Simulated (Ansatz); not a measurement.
**TiO2, pressure series**

The reference is TiO2 in the anatase structure (space group I4_1/amd, No. 141; a = 3.778 Å, c = 9.584 Å).

Cell and atoms are relaxed at each pressure.

The values are results of Ansatz (an electronic-structure program) r2SCAN, no spin-orbit coupling, not measurements.

Notes on the quantities. enthalpy: H = E + PV relative to the base's energy.

```
variant                enthalpy  lattice parameter a  smallest direct gap  band gap
----------------  -------------  -------------------  -------------------  --------
base                          –              3.778 Å              2.87 eV   2.53 eV
pressure −2 GPa   -0.14 eV/atom              3.785 Å           (withheld)   2.53 eV
pressure −1 GPa   -0.07 eV/atom              3.781 Å              2.86 eV   2.53 eV
pressure 1.8 GPa  +0.13 eV/atom              3.772 Å              2.88 eV   2.52 eV
pressure 4.2 GPa  +0.30 eV/atom              3.765 Å              2.90 eV   2.51 eV
pressure 9 GPa    +0.63 eV/atom              3.753 Å              2.92 eV   2.48 eV
pressure 18 GPa   +1.23 eV/atom           (withheld)              2.94 eV   2.38 eV
pressure 30 GPa   +1.99 eV/atom           (withheld)              2.92 eV   2.25 eV
pressure 45 GPa   +2.89 eV/atom              3.697 Å              2.74 eV   2.11 eV
```

Some entries are withheld; estimate them.


- pressure −2 GPa, smallest direct gap: 2.85 eV
- pressure 18 GPa, lattice parameter a: 3.737 Å
- pressure 30 GPa, lattice parameter a: 3.719 Å

Load acts through the strain it causes; cell and atoms are relaxed under it. Stability against distortions was not tested. Competing high-pressure phases were not computed. The final runs are not spin-polarised.
